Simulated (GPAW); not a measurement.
## Functionals side by side, with their cost (level): Mg₅Te (R32, 6 atoms in the cell)

```
Mg5Te
1.0
    2.78886     1.61015     5.28499
   -2.78886     1.61015     5.28499
    0.00000    -3.22030     5.28499
Mg Te
5 1
Direct
  0.66845   0.33155   0.00000
  0.00000   0.66845   0.33155
  0.33155   0.00000   0.66845
  0.17019   0.17019   0.17019
  0.82981   0.82981   0.82981
  0.50000   0.50000   0.50000
```

Program: GPAW, GPAW PAW datasets LDA (gpaw-data 1.0.1); each row names its functional.

Base settings: mode = pw; ecut = 800 eV; xc = LDA; kpts = 4 4 4; mesh shift (steps) = 0 0 0; occupations.name = methfessel-paxton; occupations.width = 0.2 eV; occupations.order = 0; nbands = -12; convergence.density = 1e-05 e/electron.

Differences are taken from r2SCAN (potentials: GPAW PAW datasets PBE (gpaw-data 1.0.1)), a reference of convenience: it is no measurement, and no ranking of the functionals follows. Where a row names another cutoff or potentials, its difference holds that change too.

Core times come from one kind of shared machine and are given to one figure; runs under 30 s give none.

The starting cell comes from a database of computed structures (which also holds hypothetical and non-ambient phases and stackings), without a prior relaxation at this level. The run gives no clean gap (levels at the Fermi energy touch, overlap or are partly filled at this smearing), which alone does not show that the compound is a metal.

```tsv
level	pressure less reference (GPa)	largest difference in the force on any atom (eV/Å)	core time / reference (rough)
LDA (Perdew-Wang 92)	-1.62	0.012	0.3
PBEsol (potentials: GPAW PAW datasets PBEsol (made by gpaw-setup))	-0.33	0.003	0.4
RPBE (potentials: GPAW PAW datasets RPBE (gpaw-data 1.0.1))	1.79	0.016	0.3
revPBE (potentials: GPAW PAW datasets revPBE (gpaw-data 1.0.1))	1.57	0.014	0.3
BLYP (potentials: GPAW PAW datasets BLYP (made by gpaw-setup))	2.23	0.047	0.3
PW91 (potentials: GPAW PAW datasets PW91 (made by gpaw-setup))	0.71	0.008	0.3
vdW-DF2 (potentials: GPAW PAW datasets PBE (gpaw-data 1.0.1))	2.42	0.060	0.2
vdW-DF-cx (potentials: GPAW PAW datasets PBE (gpaw-data 1.0.1))	0.70	0.008	0.3
r2SCAN (potentials: GPAW PAW datasets PBE (gpaw-data 1.0.1))	0.00	0.000	1
```
